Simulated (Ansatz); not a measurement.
Given:

```xyz
2
Lattice="0.0000 3.1659 3.1659 3.1659 0.0000 3.1659 3.1659 3.1659 0.0000" Properties=species:S:1:pos:R:3 pbc="T T T"
Ba     0.0000     0.0000     0.0000
S      3.1659     3.1659     3.1659
```

Method: PBEsol, rigid bands (plane waves, PAW, scalar-relativistic; Ansatz, a first-principles code). Geometry: cell and atoms relaxed with PBEsol.

Predict the hole conductivity mass (n e² τ/σ) at 300 K, by direction if it differs.

0.83 mₑ.

What conductivity effective mass do dilute electrons have at 300 K?

0.43 mₑ.

And the band gap?

2.04 eV at this level; semilocal functionals usually fall short of the measured gap.

Rigid bands, one relaxation time for all states, no polarons. Spin-orbit coupling is left out; where it splits the top of the valence band it changes the hole mass and lowers the gap by about a third of the splitting.

Formula and space group known from diffraction (Crystallography Open Database), not checked to be the room-temperature form: BaS (Fm-3m).
